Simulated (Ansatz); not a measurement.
W, response to strain

Take W in the bcc (W type) structure (space group Im-3m, No. 229; a = 3.1693 Å) as the base. Axes: x, y, z lie along the cube axes.

Strains are applied to the cell and any free atomic positions relax.

Method: Kohn–Sham DFT with the r2SCAN functional, run in Ansatz (a quantum-chemistry and plane-wave program) with PAW and 500 eV plane waves, no SOC.

Candidates:
(a) uniaxial strain ε_yy = −5.87 %
(b) uniaxial strain ε_yy = +5.82 %
(c) isotropic strain −0.74 %

Notes on the quantities. energy relative to the base: free energy F.

### Question
Order them by energy relative to the base, lowest first.

### Answer
(c) isotropic strain −0.74 % (+7.9 meV/atom), (b) uniaxial strain ε_yy = +5.82 % (+81 meV/atom), (a) uniaxial strain ε_yy = −5.87 % (+106 meV/atom)

Without a gap, meshes like the base's 21×21×21 leave anisotropic stresses uncertain by several tenths of a GPa, and small strain energies with them. Whether these cells are dynamically stable was not tested. All final runs are without spin polarisation.
